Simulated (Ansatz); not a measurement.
Worked example: self-consistent single point of Ta5N6 (P6_3/mcm, 22 atoms in the cell) in Ansatz (an electronic-structure program).

Method of the run: r2SCAN, default PAW files made with PBE (plane waves; Ansatz).

```xyz
22
Lattice="5.2526 0.0000 0.0000 -2.6263 4.5489 0.0000 0.0000 0.0000 10.5062" Properties=species:S:1:pos:R:3 pbc="T T T"
N      1.7859     0.0000     6.5664
N      0.8929     1.5466     1.3133
N     -0.8929     1.5466     6.5664
N      3.4667     0.0000     1.3133
N      1.7334     3.0023     6.5664
N     -1.7334     3.0023     1.3133
N     -1.7334     3.0023     3.9398
N      1.7334     3.0023     9.1929
N      3.4667     0.0000     3.9398
N     -0.8929     1.5466     9.1929
N      0.8929     1.5466     3.9398
N      1.7859     0.0000     9.1929
Ta     0.0000     3.0326     0.0000
Ta     2.6263     1.5163     5.2531
Ta     2.6263     1.5163     0.0000
Ta     0.0000     3.0326     5.2531
Ta     1.6808     0.0000     2.6266
Ta     0.8404     1.4556     7.8797
Ta    -0.8404     1.4556     2.6266
Ta     3.5718     0.0000     7.8797
Ta     1.7859     3.0932     2.6266
Ta    -1.7859     3.0932     7.8797
```

Reference input (self-consistent single point, DFT, r2SCAN, plane waves, default PAW files made with PBE): basis.ecutwfc = 500 eV; kpoints.mp_grid.grid = 4 4 2; hamiltonian.xc = r2scan; hamiltonian.pseudopotentials = {kind: paw} (the program's default PAW files); scf.occupations.method = gaussian; scf.occupations.width = 0.1 eV. This run's input differs from it in these lines:

```diff
@@ -40,3 +40,3 @@
     method: gaussian
-    width: 0.1 eV
+    width: 0.3 eV
 output:
```

Log, with long lists cut:

```
SCF iter   1: F=—  HF=-104088.818886 eV  |F-HF|=—  |Δ(HF+E_count)|=         —  Δρ=1.39e-2  dr2=1.05e0  dr2_τ=1.40e0  ethr=1.77e-3  ⟨swp⟩=6.1  Hψ=3763  notcnv=0
all-band conjugate gradients solve this SCF's bands
preconditioner: auto → LDOS
SCF iter   2: F=—  HF=-104089.427618 eV  |F-HF|=—  |Δ(HF+E_count)|=   6.09e-1  Δρ=7.64e-3  dr2=2.17e-1  dr2_τ=3.77e-2  ethr=5.50e-4  ⟨swp⟩=2.0  Hψ=1459  notcnv=0
   [... lines left out ...]
SCF iter   6: F=—  HF=-104089.392789 eV  |F-HF|=—  |Δ(HF+E_count)|=   1.57e-4  Δρ=7.26e-5  dr2=3.32e-5  dr2_τ=7.85e-7  ethr=5.72e-7  ⟨swp⟩=2.0  Hψ=1246  notcnv=0
SCF iter   7: F=—  HF=-104089.392888 eV  |F-HF|=—  |Δ(HF+E_count)|=   9.87e-5  Δρ=2.28e-5  dr2=2.23e-6  dr2_τ=1.42e-7  ethr=1.75e-8  ⟨swp⟩=2.0  Hψ=1473  notcnv=0
SCF iter   8: F=-104089.392888 eV  HF=-104089.392888 eV  |F-HF|=1.61e-8  |Δ(HF+E_count)|=   8.68e-8  Δρ=4.64e-6  dr2=5.88e-8  dr2_τ=7.28e-9  ethr=5.26e-11  ⟨swp⟩=13.0  Hψ=5416  notcnv=0
SCF 1 converged in 8 iterations: F = -104089.392888 eV  dr2 = 5.88e-8
Free energy (F): -104089.392888 eV
Internal energy: -104089.082642 eV  (E = F + TS)
E sigma→0 (E₀):  -104089.237765 eV
Entropy (-TS):   -0.310246 eV (-14.102 meV/atom)
Fermi energy:    18.133944 eV
--- Forces (eV/Å), atoms counted from 1 ---
  atom   1  N      0.47414867    -0.00000003    -0.74398090
  atom   2  N      0.23707436     0.41062478    -0.74398090
  atom   3  N     -0.23707431     0.41062481    -0.74398090
  atom   4  N     -0.47414867     0.00000003    -0.74398090
  atom   5  N     -0.23707436    -0.41062478    -0.74398090
  atom   6  N      0.23707431    -0.41062481    -0.74398090
  atom   7  N      0.23707431    -0.41062481     0.74398090
  atom   8  N     -0.23707436    -0.41062478     0.74398090
   [... lines left out ...]
  atom  22  Ta     0.31363182    -0.54322632     0.00000000
--- Stress (GPa, compression-positive) ---
      -10.990183      -0.000000       0.000000
       -0.000000     -10.990183       0.000000
        0.000000       0.000000      -8.374860
  P = ⅓ Tr σ = -10.1184 GPa (-101.184 kbar)
  The stress holds the Pulay correction. Without it, at fixed plane waves, as pw.x and ABINIT print it: P = -10.1929 GPa
```

The run converged in 8 iterations. Against the reference run the free energy goes down by 7.0 meV/atom, the pressure goes from -10.23 to -10.12 GPa and the largest force goes from 0.897 to 0.882 eV/Å.

The starting cell comes from a database of published, mostly measured structures (it also holds non-ambient and calculated ones), without a prior relaxation at this level. Its lattice was rescaled by a random factor within 2.5 % of one. Spin-orbit coupling is off. Spin polarisation is off. With a pressure of about -10 GPa the cell is away from its equilibrium volume at this level. Ansatz's pressure includes its estimate of the finite-basis (Pulay) stress.

Keys are those of Ansatz 0.2.
